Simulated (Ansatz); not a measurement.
The reference is Ga2O3 in the corundum structure (space group R-3c, No. 167; a = 5.058 Å, c = 13.624 Å (hexagonal axes)).

(Cell as relaxed with PBE.)

Levels (all Ansatz, a quantum-chemistry and plane-wave program, PAW, earlier PAW set): PBE (420 eV, without spin-orbit coupling); r2SCAN (500 eV, without spin-orbit coupling).

Each level relaxes its own structure.

```csv
base,PBE,r2SCAN
volume per atom,10.06 Å³,9.64 Å³
lattice parameter a,5.058 Å,4.985 Å
band gap,2.41 eV,3.57 eV
```

Modification: every Ga is replaced by Al; the structure is relaxed again.

```csv
quantity,PBE,r2SCAN
band gap,5.86 eV,___
gap character,direct at Γ,___
"valence-band top at Γ (three highest levels, from the VBM)","0.00, -0.03, -0.03 eV",___
lattice parameter a,4.808 Å,___
shift of the gap caused by the change,+3.45 eV,___
```

Q: Predict the r2SCAN column.

A: 
- band gap, r2SCAN: 7.15 eV
- gap character, r2SCAN: direct at Γ
- valence-band top at Γ (three highest levels, from the VBM), r2SCAN: 0.00, -0.05, -0.05 eV
- lattice parameter a, r2SCAN: 4.758 Å
- shift of the gap caused by the change, r2SCAN: +3.58 eV

PBE's band gap lies 1.29 eV below r2SCAN's; PBE's lattice parameter a lies 0.050 Å above r2SCAN's (1.1 %); PBE's shift of the gap caused by the change lies 0.13 eV below r2SCAN's; the two agree on the gap character. Neither level is exact; r2SCAN is the comparison here, not a measurement.

Stability against distortions was not tested.
